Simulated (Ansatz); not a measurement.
Input:

```xyz
2
Lattice="0.0000 3.0936 3.0936 3.0936 0.0000 3.0936 3.0936 3.0936 0.0000" Properties=species:S:1:pos:R:3 pbc="T T T"
In     4.6404     4.6404     4.6404
As     0.0000     0.0000     0.0000
```

All values below come from PBE, rigid bands (plane waves, PAW, scalar-relativistic; Ansatz, a program for electronic structure). Condition of this run: functional PBE, cell relaxed with it. How the cell was made: cell and atoms relaxed with PBE.

Problem. Is this a good metal at this level?

Solution. No. No gap is resolved, and few carriers conduct, as in a semimetal or a zero-gap semiconductor. N(E_F) = 0.0054 states/eV a cell at 300 K and the Drude plasma energy along the best axis is 0.197 eV, several times under that of a simple or noble metal.

Spin-orbit coupling is left out; it can open or close a small gap.
